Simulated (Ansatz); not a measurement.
**Te₃As₂ (space group C2/m, No. 12; made of chains)**

```xyz
10
Lattice="7.5200 -2.0147 0.0000 7.5200 2.0147 0.0000 -0.7101 0.0000 10.1672" Properties=species:S:1:pos:R:3 pbc="T T T"
Te     0.4054     0.0000     2.9405
Te    13.9246     0.0000     7.2267
Te    11.4579     0.0000     3.3737
Te     2.8721     0.0000     6.7935
Te     5.5140     0.0000     0.2851
Te     8.8160     0.0000     9.8821
As     9.0395     0.0000     4.4040
As     5.2905     0.0000     5.7631
As     3.0193     0.0000     1.4304
As    11.3107     0.0000     8.7368
```

Computed with r2SCAN (Ansatz, a quantum-chemistry and plane-wave program), spin-orbit coupling left out, earlier PAW set. Γ-centred 9×9×4 mesh, Fermi–Dirac width 0.05 eV.

```json
{
 "volume_per_atom": "30.81 Å³",
 "density": "5.74 g/cm³",
 "band_gap": "0.57 eV (uncertain: the edges found on the path are not clean extrema)",
 "total_energy": "-6142.777 eV/atom (σ→0; compares only within this code and set-up)"
}
```

Spin-orbit coupling, missing from the scalar runs, can matter with Te. Stability against distortions was not tested. No dispersion term is included, though the crystal is made of layers, chains or molecules, so its spacings can come out too wide.
